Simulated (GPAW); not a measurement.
# Pressure against volume in fcc Rh (space group 225) (GPAW, PBEsol)

```
CELL_PARAMETERS angstrom
      0.00000     1.84483     1.84483
      1.84483     0.00000     1.84483
      1.84483     1.84483     0.00000
ATOMIC_POSITIONS crystal
  Rh 0.00000 0.00000 0.00000
```

Method of the run: PBEsol, GPAW PAW datasets PBEsol (made by gpaw-setup) (plane waves; GPAW). Settings: mode = pw; ecut = 585 eV; xc = PBEsol; kpts = 27 27 27; mesh shift (steps) = 0 0 0; occupations.name = fermi-dirac; occupations.width = 0.05 eV; nbands = -7; symmetry.symmorphic = false; symmetry.tolerance = 0.0005; maxiter = 150. The cell above is the first row's. The rows scale it uniformly. In all rows the k mesh is held.

| V (Å^3/atom) | P (GPa) |
|---|---|
| 12.557 | 28.74 |
| 12.830 | 19.94 |
| 13.103 | 12.16 |
| 13.376 | 5.28 |
| 13.649 | -0.81 |
| 13.922 | -6.18 |
| 14.195 | -10.92 |
| 14.468 | -15.10 |
| 14.741 | ? |

The 8 complete rows are fitted with a cubic, P against V. With u = V - 13.5, the rows have u = -0.9430, -0.6700, -0.3970, -0.1240, 0.1490, 0.4220, 0.6950, 0.9680. Least squares gives P = 2.411 - 22.3968·u + 5.1558·u² - 0.7360·u³. Residuals (row less fit): 0.007, -0.013, -0.001, 0.011, 0.004, -0.002, -0.009, 0.006; standard error 0.011 (degrees of freedom: 4). The fitted pressure is zero at V0 = 13.61, where dP/dV = -21.29, so B0 = -V0·dP/dV = 290 GPa.

Q: What does the fit predict for P at V = 14.741, and how far is the calculated value from it?

A: u = 1.2410, so P = 2.411 - 22.3968 × 1.2410 + 5.1558 × 1.2410² - 0.7360 × 1.2410³ = -18.850 GPa. The calculation gives -18.77 GPa, 0.080 GPa above the prediction (0.2 % of the range of P in the table). The row lies outside the fitted rows, so this is an extrapolation. From the scatter of the fitted rows alone, a prediction at this place has a standard error of 0.028 GPa, so the miss is 2.8 times that.

Carrying the step between the two nearest rows on in a straight line would have given -19.28, off by 0.51; series whose last step already gives the withheld value aren't shown. The scan was laid around a cell of about the measured size, scaled by a guess for this functional. Spin polarisation is off. Cutoffs and mesh are single choices, not tested for convergence of this quantity. Series with a scatter that would blur these digits, or in which a gap closes, are not shown.
